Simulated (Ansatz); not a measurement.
Input and output of a self-consistent single point for TePb₂Se (R3m, 4 atoms in the cell) (Ansatz, an electronic-structure program).

Method of the run: LDA (PW92), harder PAW files (source: ansatz) made with PBE (plane waves; Ansatz).

```xyz
4
Lattice="2.2359 1.2909 7.2983 -2.2359 1.2909 7.2983 0.0000 -2.5818 7.2983" Properties=species:S:1:pos:R:3 pbc="T T T"
Te     0.0000     0.0000    10.9975
Pb     0.0000     0.0000    16.3051
Pb     0.0000     0.0000     5.5899
Se     0.0000     0.0000     0.0000
```

Reference input (self-consistent single point, DFT, LDA (PW92), plane waves, default PAW files made with PBE): basis.ecutwfc = 420 eV; kpoints.mp_grid.grid = 5 5 5; hamiltonian.xc = lda; hamiltonian.pseudopotentials = {kind: paw} (the program's default PAW files); scf.occupations.method = fixed. This run's input differs from it in these lines:

Ansatz 0.2 input:
```diff
@@ -11,3 +11,3 @@
 basis:
-  ecutwfc: 420.0 eV
+  ecutwfc: 640.0 eV
 kpoints:
@@ -19,2 +19,3 @@
     kind: paw
+    source: ansatz
 scf:
```

Output, abridged:

```
SCF iter   1: F=—  HF=-42188.804200 eV  |F-HF|=—  |Δ(HF+E_count)|=         —  Δρ=3.02e-2  dr2=5.47e0  ethr=3.10e-3  ⟨swp⟩=5.1  Hψ=2598  notcnv=0  defer=105
all-band conjugate gradients solve this SCF's bands
preconditioner: auto → Resta (q_TF=auto, 2.507 Å⁻¹)
SCF iter   2: F=—  HF=-42187.517994 eV  |F-HF|=—  |Δ(HF+E_count)|=    1.29e0  Δρ=1.10e-2  dr2=2.79e-1  ethr=3.10e-3  ⟨swp⟩=3.3  Hψ=1406  notcnv=0  defer=99
   [... lines left out ...]
SCF iter   6: F=—  HF=-42187.416497 eV  |F-HF|=—  |Δ(HF+E_count)|=   5.26e-5  Δρ=8.83e-5  dr2=1.18e-5  ethr=4.49e-7  ⟨swp⟩=2.0  Hψ=1129  notcnv=0  defer=111
SCF iter   7: F=—  HF=-42187.416815 eV  |F-HF|=—  |Δ(HF+E_count)|=   3.18e-4  Δρ=2.24e-5  dr2=6.91e-7  ethr=1.55e-8  ⟨swp⟩=2.1  Hψ=1538  notcnv=0  defer=109
SCF iter   8: F=—  HF=-42187.416816 eV  |F-HF|=—  |Δ(HF+E_count)|=   8.48e-8  Δρ=6.10e-6  dr2=1.08e-7  ethr=1.32e-10  ⟨swp⟩=14.6  Hψ=5410  notcnv=0
SCF iter   9: F=-42187.416816 eV  HF=-42187.416816 eV  |F-HF|=4.69e-9  |Δ(HF+E_count)|=   9.62e-9  Δρ=1.85e-6  dr2=8.52e-9  ethr=1.32e-10  ⟨swp⟩=4.7  Hψ=2889  notcnv=0
SCF 1 converged in 9 iterations: F = -42187.416816 eV  dr2 = 8.52e-9
Free energy (F): -42187.416816 eV
Internal energy: -42187.416816 eV  (E = F + TS)
E sigma→0 (E₀):  -42187.416816 eV
Fermi energy:    9.646899 eV
--- Forces (eV/Å), atoms counted from 1 ---
  atom   1  Te     0.00000000    -0.00000000    -0.13871440
  atom   2  Pb     0.00000000     0.00000000    -0.01731501
  atom   3  Pb     0.00000000     0.00000000     0.02241531
  atom   4  Se     0.00000000     0.00000000     0.13356030
--- Stress (GPa, compression-positive) ---
       -2.559025       0.000000       0.000000
        0.000000      -2.559025       0.000000
        0.000000       0.000000      -2.577319
  P = ⅓ Tr σ = -2.5651 GPa (-25.651 kbar)
  The stress holds the Pulay correction. Without it, at fixed plane waves, as pw.x and ABINIT print it: P = -2.5690 GPa
```

The run converged in 9 iterations. Against the reference run the pressure moves little (-2.59 to -2.57 GPa), the largest force moves little (0.138 to 0.139 eV/Å) and the gap on the mesh hardly changes (0.536 to 0.538 eV).

The starting cell comes from a database of computed structures (which also holds hypothetical and non-ambient phases and stackings), without a prior relaxation at this level. Its lattice was rescaled by up to half a per cent. One atom was moved a little off its site on purpose. Spin-orbit coupling is off. Ansatz's pressure includes its estimate of the finite-basis (Pulay) stress.
